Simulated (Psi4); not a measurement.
Psi4 1.11, PBE0/def2-svp: W(NMe)(S)(SH)(OSiH3) (C[N]=[W](=[S])([SH])[O][SiH3]), 14 atoms. The geometry is a generated start, not checked to be a minimum at this level.

```
Quantity                                             Result
--------------------------  -------------------------------
task                                                 energy
method                                                 pbe0
basis                                              def2-svp
memory                                                 3 GB
maxiter                                                 100
keys of the molecule block                      symmetry c1
scf_type                                       df (default)
e_convergence                               1e-06 (default)
d_convergence                               1e-06 (default)
dft_radial_points                              75 (default)
dft_spherical_points                          302 (default)
effective core potentials   those of the basis set, past Kr
basis functions                                         163
grid points                                          300425
```

```xyz
14

W     -0.0533     0.6562     0.7582
N     -1.3204    -0.5126     0.3238
C     -2.1409    -1.6561     0.1994
H     -1.8832    -2.2256    -0.7030
H     -2.0134    -2.3068     1.0785
H     -3.1971    -1.3695     0.1310
S      1.0623    -0.1285     2.4660
S     -1.1798     2.5752     1.5977
H     -0.1707     2.8709     2.4397
O      1.1886     1.0122    -0.6244
Si     2.2256     0.3877    -1.7056
H      1.4957    -0.6481    -2.4596
H      3.3556    -0.1656    -0.9448
H      2.6309     1.5107    -2.5570
```

Charge 0 and multiplicity 1 are set for this test and not shown to be the ground state.

With the defaults (diis = true, scf_initial_accelerator = adiis, damping_percentage = 0, diis_max_vecs = 10, guess = auto, which took SAD, level_shift = 0, level_shift_cutoff = 0.01, soscf = false, soscf_start_convergence = 0.01) it converges in 11 SCF iterations. One run each on 2 threads, with these changes:
- scf_initial_accelerator = ediis
- guess = modhuckel
- guess = huckel
- guess = sapgau
- diis = false, scf_initial_accelerator = none, damping_percentage = 60
- soscf = true, soscf_start_convergence = 0.1
- guess = core
- level_shift = 0.5, level_shift_cutoff = 0.001
- diis_max_vecs = 20

**Question.** Name the settings that don't reach the solution of the defaults.

**Answer.** No convergence: diis = false, scf_initial_accelerator = none, damping_percentage = 60 (the run ends without SCF convergence in 100 iterations). The rest reach the solution of the defaults.

```json
[
 {"setting": "soscf = true, soscf_start_convergence = 0.1", "SCF iterations": "7", "JK calls": "28", "end": "same solution"},
 {"setting": "the defaults", "SCF iterations": "11", "JK calls": "12", "end": "same solution"},
 {"setting": "scf_initial_accelerator = ediis", "SCF iterations": "11", "JK calls": "12", "end": "same solution"},
 {"setting": "diis_max_vecs = 20", "SCF iterations": "11", "JK calls": "12", "end": "same solution"},
 {"setting": "level_shift = 0.5, level_shift_cutoff = 0.001", "SCF iterations": "12", "JK calls": "13", "end": "same solution"},
 {"setting": "guess = huckel", "SCF iterations": "14", "JK calls": "56", "end": "same solution"},
 {"setting": "guess = modhuckel", "SCF iterations": "14", "JK calls": "56", "end": "same solution"},
 {"setting": "guess = core", "SCF iterations": "17", "JK calls": "17", "end": "same solution"},
 {"setting": "guess = sapgau", "SCF iterations": "18", "JK calls": "18", "end": "same solution"},
 {"setting": "diis = false, scf_initial_accelerator = none, damping_percentage = 60", "SCF iterations": "100", "JK calls": "101", "end": "no convergence"}
]
```

An SOSCF iteration holds several JK calls; a Hückel guess adds calls on atoms. 1 further run of the study ended by our limits or in an error and is left out.
